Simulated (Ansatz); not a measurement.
```
GaN
1.0
    3.18310     0.00000     0.00000
   -1.59155     2.75664     0.00000
    0.00000     0.00000     5.18358
Ga N
2 2
Direct
  0.66667   0.33333   0.49911
  0.33333   0.66667   0.99911
  0.66667   0.33333   0.87589
  0.33333   0.66667   0.37589
```

Levels: band masses from Ansatz (a first-principles code) with r2SCAN with spin-orbit coupling, rigid bands; dielectric response from LDA (Ansatz).

**Question.** How strongly do carriers couple to polar optical modes here, and what mobility does that allow at 300 K?

**Answer.** electrons: mass 0.193 mₑ, α = 0.41, about 2900 cm²/(V·s) by the iterated Boltzmann equation for weak coupling; holes: mass 1.52 mₑ, α = 1.15, intermediate coupling to a stiff mode, where neither simple mobility formula holds (ε∞ 5.7, static ε 10.1, LO 91 meV).

Model: isotropic Fröhlich coupling of one parabolic band to one effective longitudinal optical (LO) phonon, from the dielectric constants and phonon modes at the zone centre, chosen so that α equals the sum over the polar modes. Acoustic, nonpolar, intervalley and impurity scattering are left out, and they lower the mobility further; with several valleys or bands the averaged mass is a rough stand-in. Semilocal functionals tend to overestimate ε∞, which makes α low and the mobility high.
